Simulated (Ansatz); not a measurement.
System: interstitial Li in kesterite Cu2ZnSnS4 (charge state +1). All values below come from PBE, PAW (plane waves to 420 eV; Ansatz, a program for electronic structure).

64-site cell at the relaxed PBE lattice, one k-point at (0.250, 0.250, 0.250), smearing 0.05 eV, spin-restricted, no finite-size correction. Static, classical nuclei. PBE gaps are too small, and in this host the defect's levels may merge with the bands. The charge state is imposed; whether it is stable for some Fermi level was not computed. Sites that were not tried may lie lower.

Barriers: single points on a 2×2×2 k-point mesh shifted by half a step at the bands' geometries.

The step: a direct jump of one Li atom; the atom moves 2.39 Å along (0.21, -0.27, 0.13) of the unit cell; the moving atom starts with neighbours Cu at 2.72, 2 Cu at 2.75; S at 2.36, S at 2.39, 2 S at 2.40; Sn at 2.92, Sn at 2.93; Zn at 2.86 Å and ends with 2 Cu at 2.42; S at 2.45, S at 2.53, S at 2.57, S at 2.85, S at 2.89, S at 3.03; Sn at 2.83; Zn at 2.56 Å.

Q: Estimate the migration barrier of this step that PBE, PAW returns for this input.

A: 0.43 eV forward and 0.18 eV backward. At the saddle the moving atom has neighbours Cu at 2.49, Cu at 2.52; S at 2.26, S at 2.33, S at 2.45; Sn at 2.73 Å. The saddle point's order was not checked.
